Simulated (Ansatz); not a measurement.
Start from TaGe2 in the fluorite structure (space group Fm-3m, No. 225; a = 6.276 Å; a hypothetical phase, not in the database extracts checked; relaxed with 0.1 eV smearing). Axes: x, y, z lie along the cube axes.

All numbers come from PBE in Ansatz (plane waves to 420 eV, PAW, no spin-orbit coupling).

Modification: the cell is scaled by 1.0273 in all directions; the atoms relax in the strained cell.

Q: Predict the stress tensor and what it implies for the stiffness.

A: Stress of the strained cell less that of the base (GPa, compression positive):
```
   -6.7     0.0     0.0
    0.0    -6.7     0.0
    0.0     0.0    -6.7
```

Then B = −ΔP/(ΔV/V₀) with ΔV/V₀ = 0.0842 gives secant stiffness values (nonlinear terms included at this strain): B ≈ 80 GPa.

As a check, the harmonic strain energy −½ V₀ Δσ:ε is 35 meV/atom; the computed energy rise is 39 meV/atom.

Stability against distortions was not tested. All final runs are without spin polarisation. TaGe2 has a high density of states at the Fermi level and may be magnetic at this level.

Ansatz is a first-principles code.
